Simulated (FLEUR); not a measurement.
Worked example: self-consistent single point of Cr₃Fe (I4/mmm, 4 atoms in the cell) in FLEUR.

Method of the run: LDA (Vosko-Wilk-Nusair), all-electron FLAPW (FLEUR), scalar-relativistic valence.

The change in words: lattice scaled by 0.98. Reference geometry:
```
CELL_PARAMETERS angstrom
     -1.69307     1.69307     4.03606
      1.69307    -1.69307     4.03606
      1.69307     1.69307    -4.03606
ATOMIC_POSITIONS crystal
  Cr 0.50000 0.50000 0.00000
  Cr 0.75000 0.25000 0.50000
  Cr 0.25000 0.75000 0.50000
  Fe 0.00000 0.00000 0.00000
```
Moments meant for the start (each program seeds them in its own way; μB, in the order of the atoms Cr Cr Cr Fe): 0.0 0.0 0.0 4.0.

Reference input (self-consistent single point, DFT, LDA (Vosko-Wilk-Nusair), all-electron FLAPW (FLEUR), scalar-relativistic valence): Kmax = 3.8 1/bohr; GmaxXC = 15.2 1/bohr; xcFunctional = vwn; jspins = 2; l_soc = F; mode = hist; fermiSmearingEnergy = 0.00367493 Htr; mesh (inpgen div1-3) = 6 6 6; inpgen gamma flag = true; Gmax = 15.2 1/bohr; numbands = 0; maxIterBroyd = 99. This run's input differs from it in these lines:

```diff
@@ -3,5 +3,5 @@
 &input film=f /
--3.1994291612 3.1994291612 7.6270385739
-3.1994291612 -3.1994291612 7.6270385739
-3.1994291612 3.1994291612 -7.6270385739
+-3.1354411449 3.1354411449 7.4744979914
+3.1354411449 -3.1354411449 7.4744979914
+3.1354411449 3.1354411449 -7.4744979914
 1.0
@@ -46,5 +46,5 @@
          <bravaisMatrix>
-            <row-1>   -3.1994291611999999     3.1994291611999999     7.6270385739000002</row-1>
-            <row-2>    3.1994291611999999    -3.1994291611999999     7.6270385739000002</row-2>
-            <row-3>    3.1994291611999999     3.1994291611999999    -7.6270385739000002</row-3>
+            <row-1>   -3.1354411449000001     3.1354411449000001     7.4744979913999998</row-1>
+            <row-2>    3.1354411449000001    -3.1354411449000001     7.4744979913999998</row-2>
+            <row-3>    3.1354411449000001     3.1354411449000001    -7.4744979913999998</row-3>
          </bravaisMatrix>
```

The program printed (abridged):

```
 Iteration:     1   Distance:      54.50304902 me/bohr^3
 Iteration:     2   Distance:      32.59640221 me/bohr^3
 Iteration:     3   Distance:      25.39677369 me/bohr^3
 Iteration:     4   Distance:      19.45823653 me/bohr^3
 Iteration:     5   Distance:      13.76399520 me/bohr^3
   [... 40 lines left out ...]
 Iteration:    46   Distance:       0.00010957 me/bohr^3
 Iteration:    47   Distance:       0.00013719 me/bohr^3
 Iteration:    48   Distance:       0.00003619 me/bohr^3
 Iteration:    49   Distance:       0.00000941 me/bohr^3
 Run finished successfully
 Stop message:
   Structural relaxation: Done

[file out, last iteration]
             iter=     50
[...]
          total density-effective poten   -7.0191606439E+03
          total charge density-energy d   -1.9401006816E+02
 Updated energy parameters for spin:           1
 Updated energy parameters for spin:           2
[...]
 fermi energy and band-weighting factors:

[...]
FERMIE:
          first approx. to ef    (T=0)  :   0.477870 htr   (energy of the highest occ. eigenvalue)
          number of occ. states  (T=0)  :       1725
          first approx. to seigv (T=0)  : -36.442354 htr
          sum of weights of occ. states :  58.009259
          sum of semicore charge        :   0.000000 e
FERHIS:  Fermi-Energy by histogram:
          bandgap                     :   0.000000 htr
   [... lines left out ...]
          charge neutrality (T=0)     :   0.009259    (zero if the highest occ. eigenvalue is "entirely" occupied)
     EF_NEWTON:  Adjust Fermi-Energy by Newton-Method.
 Direct bandgap for spin            1 :    1.8391543987690273E-003  Htr
 Direct bandgap for spin            2 :    1.8391506499761956E-003  Htr
 ---->    free energy=                     -4417.2339633627 htr
   [... lines left out ...]
 TOTAL FORCE FOR ATOM TYPE=  1  X=  0.000   Y=  0.000   Z=  7.474
                       FX_TOT= 0.000000 FY_TOT= 0.000000 FZ_TOT= 0.000000
 TOTAL FORCE FOR ATOM TYPE=  2  X=  3.135   Y=  0.000   Z= -3.737
                       FX_TOT= 0.000000 FY_TOT= 0.000000 FZ_TOT= 0.000000
 TOTAL FORCE FOR ATOM TYPE=  3  X=  0.000   Y=  0.000   Z=  0.000
                       FX_TOT= 0.000000 FY_TOT= 0.000000 FZ_TOT= 0.000000
 Structural relaxation: Done
```

The run converged in 49 iterations. FLEUR gives forces in its relaxation mode, with a further iteration, so its stop message speaks of a relaxation. Against the reference run the free energy drops by 45.6 meV/atom and the size of the net moment goes from 0.20 to 0.00 μB/atom.

The starting cell comes from a database of computed structures (which also holds hypothetical and non-ambient phases and stackings), without a prior relaxation at this level. For this run, on top of that: lattice scaled by 0.98. The starting moments vanished: the run ended non-magnetic, which need not be the lowest state. Values depend on the basis (sphere radii, cutoffs, local orbitals), which need not be converged. The log's line on a gap gives a spacing of levels on this mesh, which the program prints for metals too.

Cost on one core of a shared machine: roughly 8 min.
